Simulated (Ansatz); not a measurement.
Defect migration in fcc Al: V-vacancy pair (V on one host Al site, one Al site vacant), neutral cell. The step: the V atom itself jumps into the vacancy (V-vacancy distance between ideal sites 2.86 Å throughout); the atom moves 3.10 Å along (0.00, 0.54, 0.54) of the unit cell; the moving atom starts with neighbours Al at 2.72, 4 Al at 2.75, 2 Al at 2.79, 4 Al at 2.80 Å and ends with Al at 2.72, 4 Al at 2.75, 2 Al at 2.79, 4 Al at 2.80 Å. DFT values are from Ansatz (plane-wave PAW, 420 eV unless said) in a cell of 32 host sites, spin-restricted, static, with no finite-size correction. Forms of the defect that were not tried may lie lower. For the PBE band: the program found a first-order saddle point.

```
Level                                                                           Forward barrier (eV)  Cost of the band or of the saddle's single point
------------------------------------------------------------------------------  --------------------  ------------------------------------------------
CHGNet universal potential (has no charge state), its own band                                  0.72                                                 -
PBE, a 3×3×3 k-point mesh shifted by half a step, band relaxed                                  1.63                    around 40 core-minutes (rough)
PBE, a 5×5×5 k-point mesh shifted by half a step, same geometries                               1.50                       very roughly 4 core-minutes
r2SCAN at 500 eV, a 3×3×3 k-point mesh shifted by half a step, same geometries                  1.78                     very roughly 120 core-seconds
```

Ansatz is a program for electronic structure.
